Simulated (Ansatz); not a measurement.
The starting structures come from a database of crystals and need not be the phases stable at ambient conditions.

 Where the default PAW files enter, the runs use the earlier of Ansatz's two default sets.

By PBEsol, the system below comes out a metal.

The ballistic (Sharvin) conductance counts the channels at the Fermi level: G/A = (e²/h) × channels of both spins per area.

Consider the following.

```
CELL_PARAMETERS angstrom
      3.94568     0.00000     0.00000
      0.00000     4.21577     0.00000
      0.00000     2.10789     1.21699
ATOMIC_POSITIONS crystal
  Mn 0.25000 0.33333 0.00000
  Mn 0.75000 0.66667 0.00000
```

Space group of this cell: P6_3/mmc, hcp (Mg type). The cell is strained (all lengths scaled by 0.98); by PBEsol its mean pressure is 6.5 GPa.

The current flows along the normal of the first two printed cell vectors, the (110) plane of the conventional cell. No spin-orbit coupling; the value is a mean over 0.1 eV about the Fermi level.

**Question.** Estimate the ballistic conductance per area that PBEsol (Ansatz, an electronic-structure program) returns for this system.

**Answer.** 1.5 × 10¹⁵ S/m² for both spins.
